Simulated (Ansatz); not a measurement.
An ideal cubic perovskite cell is held by its symmetry; such compounds can tilt or shift off centre at room temperature.

 Where the default PAW files enter, the runs use the earlier of Ansatz's two default sets.

Given:

```
CsSnI3
1.0
    6.28623     0.00000     0.00000
    0.00000     6.28623     0.00000
    0.00000     0.00000     6.28623
Cs Sn I
1 1 3
Cartesian
  3.14311   3.14311   3.14311
  0.00000   0.00000   0.00000
  3.14311   0.00000   0.00000
  0.00000   3.14311   0.00000
  0.00000   0.00000   3.14311
```

Space group of this cell: Pm-3m, cubic perovskite. The cell is taken as given.

Method: r2SCAN (plane waves, PAW; Ansatz, a first-principles code).

The current runs along the normal of the first two printed vectors; no spin-orbit coupling. Scaled by the factor s: both lengths across the current (ions clamped). Meshes 6×6×6 and 6×6 across the current in all rows.

```tsv
s	mean pressure (GPa)	slowest mid-gap decay constant κ (1/Å)
0.98	0.2	?
1.00	-0.5	0.042
1.02	-1.0	0.055
```

Take the slope of the slowest mid-gap decay constant κ against ln s from the two given rows, extrapolate to s = 0.98, and say what the run there gives.

Slope = (0.055 − 0.042) / ln 1.02 = 0.656 1/Å. The line gives 0.042 + (0.656) × ln 0.98 = 0.029 1/Å. The run gives 0.024 1/Å, 0.005 1/Å under the line, 36 % of the predicted step.
